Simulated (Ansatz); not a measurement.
Consider Rh in the fcc (Cu type) structure (space group Fm-3m, No. 225; a = 3.755 Å; relaxed with 0.1 eV smearing). Axes: x, y, z lie along the cube axes.

Level of theory: LDA (Ansatz, a first-principles code, PAW, spin-orbit coupling left out).

For the base:

The pressure is 0.0 GPa.

The change: tensile biaxial strain of 1.00 % in the plane normal to [001], as in epitaxy on a mismatched substrate; the out-of-plane cell vector and the atoms relax.

### Question
How does this affect the out-of-plane strain, energy relative to the base and pressure?

### Answer
The out-of-plane strain is -0.90 %; the energy grows by 4.1 meV/atom; the pressure (mean of the normal stresses, compression positive) goes from zero to -3.3 GPa.

Stability against distortions was not tested. All final runs are without spin polarisation.
